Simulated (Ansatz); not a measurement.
## InAs: biaxial strain +2.00 %, plane normal [001], relaxed out of plane

Base system: InAs in the zinc blende structure (space group F-43m, No. 216; a = 6.026 Å). Axes: x, y, z lie along the cube axes.

Perturbation: biaxial strain +2.00 %, plane normal [001], relaxed out of plane (Cartesian); in-plane vectors clamped, the third vector and the atoms free.

Computed with Ansatz (an electronic-structure program), LDA, PAW, cutoff 420 eV, spin-orbit coupling left out. Settings: 10×10×10 k-points, 0.05 eV Fermi–Dirac smearing.

```csv
quantity,base,changed,shift
volume per atom,27.35 Å³,27.80 Å³,+0.45 Å³
shortest interatomic distance,2.609 Å,2.625 Å,+0.0152 Å
energy relative to the base (free energy F),0 meV/atom,+5.1 meV/atom,+5.1 meV/atom
"pressure (mean of the normal stresses, compression positive)",0.0 GPa,-1.0 GPa,-1.0 GPa
band gap (uncertain: the edges found look like a band crossing or inverted bands; the changed cell),zero,0.06 eV,–
out-of-plane strain (rough),–,-2.32 %,–
mean in-plane stress (compression positive) (rough),–,-1.5 GPa,–
```

Without a gap, meshes like the base's 10×10×10 leave anisotropic stresses uncertain by several tenths of a GPa, and small strain energies with them. Stability against distortions was not tested. All final runs are without spin polarisation. The zero or small gap of InAs can change with the level of theory.
